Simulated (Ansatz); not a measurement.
The starting structures come from a database of crystals and need not be the phases stable at ambient conditions.

Inside the gap of an insulator the Bloch states are evanescent, with a wavenumber k + iκ along the transport direction.

Data:

```
CELL_PARAMETERS angstrom
      4.85147     0.00000     0.00000
      0.00000     7.64864     0.00000
      0.00000     0.00000     9.01366
ATOMIC_POSITIONS crystal
  Ca 0.25000 0.34559 0.07622
  Ca 0.75000 0.65441 0.92378
  Ca 0.75000 0.15441 0.57622
  Ca 0.25000 0.84559 0.42378
  Ca 0.25000 0.48184 0.67827
  Ca 0.75000 0.51816 0.32173
  Ca 0.75000 0.01816 0.17827
  Ca 0.25000 0.98184 0.82173
  Ge 0.25000 0.74652 0.10222
  Ge 0.75000 0.25348 0.89778
  Ge 0.75000 0.75348 0.60222
  Ge 0.25000 0.24652 0.39778
```

Space group of this cell: Pnma. The cell is taken as given; by PBEsol its mean pressure is -1.2 GPa.

Transport runs along the normal of the first two printed cell vectors.

The gap is the functional's own, uncorrected, and κ follows it; spin-orbit coupling is left out. Mid-gap values are interpolated between the computed energies.

**Question.** State the band gap and the smallest decay constant κ at mid-gap according to PBEsol (Ansatz, a quantum-chemistry and plane-wave program).

**Answer.** Gap 0.27 eV on a 6×4×4 mesh; κ = 0.124 1/Å, at (0.500, 0.000) of the in-plane reciprocal vectors. At the zone centre, at the nearest computed energy, the slowest state has κ = 0.13 1/Å.
